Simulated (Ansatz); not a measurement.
Base system: CsBr in the CsCl type structure (space group Pm-3m, No. 221; a = 4.2420 Å).

One thing is altered: a negative pressure, −2 GPa.

Level of theory: PBEsol (Ansatz, a quantum-chemistry and plane-wave program; PAW; 420 eV plane waves; spin-orbit coupling left out).

Base, band edges from the VBM (valence, conduction): M -0.02, 5.16; R -1.29, 8.41; X -0.24, 5.84; Γ 0.00, 4.45 eV.

Task: Give the band edges at the high-symmetry points of the new zone, measured from its valence-band maximum.

Result: 
```tsv
point	valence edge (eV)	conduction edge (eV)
Γ	-0.05	3.68
X	-0.13	5.74
M	0.00	4.98
R	-0.81	7.36
```

The gap is 3.68 eV, indirect, M → Γ.

Load acts through the strain it causes; cell and atoms are relaxed under it. No phonon test of stability was made.
